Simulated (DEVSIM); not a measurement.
Device: Schottky contact on n-type Si, at 300 K.

| layer (left to right) | material | thickness (μm) | Nd (cm⁻³) | τn (s) | τp (s) |
|---|---|---|---|---|---|
| 1 | Si | 11.0 | 5.4e16 | 5.3e-6 | 5.3e-6 |

Left contact: Schottky, work function 4.67 eV, emission velocity 1.8e6 cm/s. Right contact: ohmic. Voltage is applied to the left contact. Recombination: SRH at mid-gap. Mobility is constant in doping.

The device is made up for the run: typed textbook-type constants, with dimensions and the other settings drawn at random. Values at 300 K.

```csv
parameter,Si
gap (eV),1.124
affinity (eV),4.05
permittivity,11.7
Nc (cm⁻³),2.86e19
Nv (cm⁻³),3.1e19
μn (cm²/Vs),1417
μp (cm²/Vs),470
```

DEVSIM, 1D drift-diffusion, Boltzmann statistics, complete ionisation; no tunnelling, impact ionisation, image-force lowering or self-heating. Metal contacts follow the ideal Schottky-Mott rule: no Fermi-level pinning, no interface dipoles.

Problem. Tabulate band edges, carrier densities and field at zero bias.

Solution. Energies count from the Fermi level of the right contact; mesh points crowd at the junctions.

```json
[
 {"x (μm)": "0.000", "Ec (eV)": "0.620", "Ev (eV)": "-0.504", "n (cm⁻³)": "1.1e9", "p (cm⁻³)": "1.1e11", "field (V/cm)": "-85000"},
 {"x (μm)": "0.01515", "Ec (eV)": "0.501", "Ev (eV)": "-0.623", "n (cm⁻³)": "1.1e11", "p (cm⁻³)": "1.1e9", "field (V/cm)": "-72000"},
 {"x (μm)": "0.03729", "Ec (eV)": "0.361", "Ev (eV)": "-0.763", "n (cm⁻³)": "2.4e13", "p (cm⁻³)": "4800000", "field (V/cm)": "-54000"},
 {"x (μm)": "0.07587", "Ec (eV)": "0.215", "Ev (eV)": "-0.909", "n (cm⁻³)": "7.0e15", "p (cm⁻³)": "17000", "field (V/cm)": "-23000"},
 {"x (μm)": "0.1598", "Ec (eV)": "0.163", "Ev (eV)": "-0.961", "n (cm⁻³)": "5.3e16", "p (cm⁻³)": "2200", "field (V/cm)": "-370"},
 {"x (μm)": "0.2754", "Ec (eV)": "0.162", "Ev (eV)": "-0.962", "n (cm⁻³)": "5.4e16", "p (cm⁻³)": "2200", "field (V/cm)": "≈ 0"},
 {"x (μm)": "0.4637", "Ec (eV)": "0.162", "Ev (eV)": "-0.962", "n (cm⁻³)": "5.4e16", "p (cm⁻³)": "2200", "field (V/cm)": "≈ 0"},
 {"x (μm)": "0.8734", "Ec (eV)": "0.162", "Ev (eV)": "-0.962", "n (cm⁻³)": "5.4e16", "p (cm⁻³)": "2200", "field (V/cm)": "≈ 0"},
 {"x (μm)": "1.438", "Ec (eV)": "0.162", "Ev (eV)": "-0.962", "n (cm⁻³)": "5.4e16", "p (cm⁻³)": "2200", "field (V/cm)": "≈ 0"},
 {"x (μm)": "2.356", "Ec (eV)": "0.162", "Ev (eV)": "-0.962", "n (cm⁻³)": "5.4e16", "p (cm⁻³)": "2200", "field (V/cm)": "≈ 0"},
 {"x (μm)": "3.698", "Ec (eV)": "0.162", "Ev (eV)": "-0.962", "n (cm⁻³)": "5.4e16", "p (cm⁻³)": "2200", "field (V/cm)": "≈ 0"},
 {"x (μm)": "6.695", "Ec (eV)": "0.162", "Ev (eV)": "-0.962", "n (cm⁻³)": "5.4e16", "p (cm⁻³)": "2200", "field (V/cm)": "≈ 0"},
 {"x (μm)": "8.256", "Ec (eV)": "0.162", "Ev (eV)": "-0.962", "n (cm⁻³)": "5.4e16", "p (cm⁻³)": "2200", "field (V/cm)": "≈ 0"},
 {"x (μm)": "9.324", "Ec (eV)": "0.162", "Ev (eV)": "-0.962", "n (cm⁻³)": "5.4e16", "p (cm⁻³)": "2200", "field (V/cm)": "≈ 0"},
 {"x (μm)": "10.14", "Ec (eV)": "0.162", "Ev (eV)": "-0.962", "n (cm⁻³)": "5.4e16", "p (cm⁻³)": "2200", "field (V/cm)": "≈ 0"},
 {"x (μm)": "10.46", "Ec (eV)": "0.162", "Ev (eV)": "-0.962", "n (cm⁻³)": "5.4e16", "p (cm⁻³)": "2200", "field (V/cm)": "≈ 0"},
 {"x (μm)": "10.68", "Ec (eV)": "0.162", "Ev (eV)": "-0.962", "n (cm⁻³)": "5.4e16", "p (cm⁻³)": "2200", "field (V/cm)": "≈ 0"},
 {"x (μm)": "10.81", "Ec (eV)": "0.162", "Ev (eV)": "-0.962", "n (cm⁻³)": "5.4e16", "p (cm⁻³)": "2200", "field (V/cm)": "≈ 0"},
 {"x (μm)": "10.91", "Ec (eV)": "0.162", "Ev (eV)": "-0.962", "n (cm⁻³)": "5.4e16", "p (cm⁻³)": "2200", "field (V/cm)": "≈ 0"},
 {"x (μm)": "10.95", "Ec (eV)": "0.162", "Ev (eV)": "-0.962", "n (cm⁻³)": "5.4e16", "p (cm⁻³)": "2200", "field (V/cm)": "≈ 0"},
 {"x (μm)": "10.98", "Ec (eV)": "0.162", "Ev (eV)": "-0.962", "n (cm⁻³)": "5.4e16", "p (cm⁻³)": "2200", "field (V/cm)": "≈ 0"},
 {"x (μm)": "11.00", "Ec (eV)": "0.162", "Ev (eV)": "-0.962", "n (cm⁻³)": "5.4e16", "p (cm⁻³)": "2200", "field (V/cm)": "≈ 0"}
]
```
